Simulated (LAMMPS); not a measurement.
Molecular dynamics of a melt made from Pd (fcc) with 75 % of Pd sites Pt, 4000 atoms, at 2290 K and 0 GPa, brought to that temperature within a few picoseconds.

All values are model results, not measurements: classical MD, pair style eam, the elements' _u3.eam files (universal-3 set of Foiles, Baskes and Daw) (LAMMPS).

```tsv
angle (°)	probability per degree, Pd-Pt-Pt	probability per degree, Pt-Pt-Pt	probability per degree, Pd-Pt-Pd
28.50	0.0000	0.0000	0.0000
31.50	0.0000	0.0001	0.0000
34.50	0.0002	0.0004	0.0001
37.50	0.0010	0.0015	0.0009
40.50	0.0030	0.0035	0.0034
43.50	0.0056	0.0063	0.0065
46.50	0.0085	0.0094	0.0096
49.50	0.0111	0.0118	0.0117
52.50	0.0122	0.0125	0.0127
55.50	0.0131	0.0128	0.0140
58.50	0.0122	0.0120	0.0127
61.50	0.0112	0.0111	0.0111
64.50	0.0100	0.0099	0.0102
67.50	0.0090	0.0086	0.0090
70.50	0.0084	0.0081	0.0077
73.50	0.0076	0.0075	0.0073
76.50	0.0073	0.0071	0.0068
79.50	0.0071	0.0070	0.0068
82.50	0.0072	0.0071	0.0071
85.50	0.0076	0.0078	0.0076
88.50	0.0078	0.0081	0.0083
91.50	0.0086	0.0086	0.0087
94.50	0.0089	0.0087	0.0095
97.50	0.0096	0.0094	0.0102
100.5	0.0100	0.0099	0.0094
103.5	0.0099	0.0100	0.0105
106.5	0.0099	0.0095	0.0097
109.5	0.0100	0.0096	0.0094
112.5	0.0094	0.0093	0.0086
115.5	0.0092	0.0090	0.0090
118.5	0.0085	0.0085	0.0084
121.5	0.0084	0.0081	0.0080
124.5	0.0077	0.0075	0.0072
127.5	0.0074	0.0075	0.0072
130.5	0.0069	0.0068	0.0068
133.5	0.0065	0.0065	0.0064
136.5	0.0061	0.0062	0.0059
139.5	0.0060	0.0059	0.0058
142.5	0.0056	0.0055	0.0056
145.5	0.0052	0.0053	0.0045
148.5	0.0049	0.0048	0.0043
151.5	0.0044	0.0043	0.0046
154.5	0.0041	0.0040	0.0041
157.5	0.0036	0.0036	0.0034
160.5	0.0032	0.0032	0.0039
163.5	0.0027	0.0028	0.0028
166.5	0.0022	0.0022	0.0019
169.5	0.0018	0.0017	0.0015
172.5	0.0013	0.0013	0.0015
175.5	0.0008	0.0008	0.0007
178.5	0.0003	0.0002	0.0003
```

Read from the full data:
- state found: liquid
- most common Pd-Pt-Pt angle: in the 3° bin centred on 55.5° (mean of all 96°)
- most common Pt-Pt-Pt angle: in the 3° bin centred on 55.5° (mean of all 95°)
- most common Pd-Pt-Pd angle: in the 3° bin centred on 55.5° (mean of all 95°)

Caution: a run this short can hold a crystal over, or a liquid under, the potential's melting point.
